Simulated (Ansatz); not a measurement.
SrO (P6₃/mmc, No. 194, 4 atoms in the cell; start mp-754824; a measured phase of this formula has another space group) was calculated with r²SCAN (PAW; Ansatz, a first-principles code).

Settings: plane-wave cutoff 560 eV, 12×12×8 k mesh (along the axes of the cell as run), Fermi–Dirac smearing 0.01 eV, scalar-relativistic PAW data made under PBE.

Cell (relaxed at this level):

```cif
data_O2Sr2
_chemical_formula_sum 'Sr2 O2'
_space_group_name_H-M_alt 'P 1'
_space_group_IT_number 1
_cell_length_a 4.26989
_cell_length_b 4.26989
_cell_length_c 5.14435
_cell_angle_alpha 90.000
_cell_angle_beta 90.000
_cell_angle_gamma 120.000
loop_
_space_group_symop_operation_xyz
  'x, y, z'
loop_
_atom_site_label
_atom_site_type_symbol
_atom_site_fract_x
_atom_site_fract_y
_atom_site_fract_z
_atom_site_occupancy
Sr1 Sr 0.33333 0.66667 0.93751 1
Sr2 Sr 0.66667 0.33333 0.43751 1
O1 O 0.33333 0.66667 0.43749 1
O2 O 0.66667 0.33333 0.93749 1
```

Q: Give the computed band gap and bulk modulus.

A: 
- band gap = 3.03 eV (on the SCF k mesh)
- bulk modulus = 75.2 GPa

Note: the relaxation could not lower the start's symmetry, so the cell can be a saddle point above a distorted one; the bulk modulus is −V dP/dV from two relaxed cells at ±2 % in volume.

Spin–orbit coupling is not included.

Computed values are for the static lattice.

A start named mp-… is a Materials Project structure, which need not be a measured phase.
